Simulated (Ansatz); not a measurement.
SiO2: response to strain

Base system: SiO2 (space group P3_221, No. 154; a = 5.022 Å, c = 5.510 Å). Axes: x lies along a and z along c of the hexagonal cell.

Strains are applied to the cell and any free atomic positions relax.

Level of theory: PBE/PAW in Ansatz (a program for electronic structure), spin-orbit coupling left out.

| variant | volume per atom | largest internal atomic displacement | band gap |
|---|---|---|---|
| base | 13.37 Å³ | – | 5.68 eV |
| uniaxial strain ε_zz = −3.00 % | 12.97 Å³ | 0.073 Å | 5.74 eV |
| uniaxial strain ε_zz = −2.25 % | 13.07 Å³ | 0.056 Å | 5.72 eV |
| uniaxial strain ε_zz = −1.50 % | 13.17 Å³ | 0.039 Å | 5.71 eV |
| uniaxial strain ε_zz = −0.75 % | 13.27 Å³ | 0.022 Å | 5.69 eV |

Stability against distortions was not tested.
